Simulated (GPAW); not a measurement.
# Equation of state of fcc Rh (space group 225): energy against volume (GPAW, PBE)

```xyz
1
Lattice="0.0000 1.8662 1.8662 1.8662 0.0000 1.8662 1.8662 1.8662 0.0000" Properties=species:S:1:pos:R:3 pbc="T T T"
Rh     0.0000     0.0000     0.0000
```

Method of the run: PBE, GPAW PAW datasets PBE (gpaw-data 1.0.1) (plane waves; GPAW). Settings: mode = pw; ecut = 585 eV; xc = PBE; kpts = 26 26 26; mesh shift (steps) = 0 0 0; occupations.name = fermi-dirac; occupations.width = 0.05 eV; nbands = -7; convergence.density = 1e-05 e/electron; convergence.energy = 1e-05 eV/electron; symmetry.symmorphic = false; symmetry.tolerance = 0.0005; maxiter = 100. The cell above is the first row's. The rows scale it uniformly. In all rows the k mesh is held. E is the free energy at the stated smearing, counted from the lowest row.

| V (Å^3/atom) | E (meV/atom) |
|---|---|
| 12.999 | ? |
| 13.282 | 47.80 |
| 13.564 | 20.80 |
| 13.847 | 5.30 |
| 14.130 | 0.00 |
| 14.412 | 3.67 |
| 14.695 | 15.27 |
| 14.977 | 33.83 |
| 15.260 | 58.54 |

Question: Using the third-order Birch-Murnaghan form, a cubic in V^(-2/3), estimate the missing E at V = 12.999 from the other rows, showing the fit.

Answer: With u = V^(-2/3) - 0.170, the rows have u = 0.008303, 0.005823, 0.003419, 0.001095, -0.001144, -0.003319, -0.005418, -0.007459. Least squares gives E = 0.730 - 1605.49·u + 848603·u² + 3310502·u³. Residuals (row less fit): 0.003, -0.009, 0.007, 0.006, -0.002, -0.016, 0.017, -0.005; standard error 0.014 (degrees of freedom: 4). Its minimum lies at u = 0.000941, so V0 = (0.170941)^(-3/2) = 14.15. There d²E/du² = 1716000 and d³E/du³ = 1.986e7, so B0 = (4/9) × 14.15^(-7/3) × 1716000 × 0.160218 = 252 GPa (the last factor turns the table's units into GPa), and B0' = 4 + (2/3) × 0.170941 × (1.986e7)/1716000 = 5.3. The program's pressures in the fitted runs (not shown) pass through zero at V = 14.15, 0.01 % from this V0. At the withheld row, u = 0.010881, so E = 0.730 - 1605.49 × 0.010881 + 848603 × 0.010881² + 3310502 × 0.010881³ = 87.997 meV/atom. The calculation gives 87.83 meV/atom, 0.167 meV/atom below the prediction (0.2 % of the range of E in the table). The row lies outside the fitted rows, so this is an extrapolation. From the scatter of the fitted rows alone, a prediction at this place has a standard error of 0.041 meV/atom, so the miss is 4.1 times that.

Carrying the step between the two nearest rows on in a straight line would have given 74.90, off by 12.93; series whose last step already gives the withheld value aren't shown. The scan was laid around a cell of about the measured size, scaled by a guess for this functional. Spin polarisation is off. Cutoffs and mesh are single choices, not tested for convergence of this quantity. Series with a scatter that would blur these digits, or in which a gap closes, are not shown. Nor are scans whose minimum lies at an end fitted in this form.

Terms beyond the fitted order, or numerical noise in single rows, can give a miss of this size; the table doesn't tell which.
